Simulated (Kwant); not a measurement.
System: Ge/Si0.2Ge0.8 stack with 1 barrier. One parabolic valley. Leads of mass 0.12 mₑ with the band edge at 0; grid 0.1 nm; bias 0 V, dropping linearly over the stack.

| layer | thickness (nm) | band offset (eV) | mass (mₑ) |
|---|---|---|---|
| 1 | 3.1 | 0.12 | 0.14 |

The device is made up for the run: typed textbook-type constants, with dimensions and the other settings drawn at random.

Kwant, one-band effective-mass tight-binding model in one dimension, coherent, no space charge.

Question: Work out the transmission below the barrier top from T = 1/(1 + ((ζ + 1/ζ)/2)² sinh²(κa)), ζ = (k/m_lead)/(κ/m_barrier).

Answer: E = 0.02331 eV: k = 0.2710 nm⁻¹, κ = 0.5961 nm⁻¹, ζ = 0.5303, T = 0.0668. The simulation gives 0.0669, the same within the digits that matter. E = 0.05964 eV: k = 0.4334 nm⁻¹, κ = 0.4709 nm⁻¹, ζ = 1.074, T = 0.193. The simulation gives 0.193, the same within the digits that matter. E = 0.09144 eV: k = 0.5366 nm⁻¹, κ = 0.3240 nm⁻¹, ζ = 1.932, T = 0.323. The simulation gives 0.323, the same within the digits that matter. What differs comes from the grid.
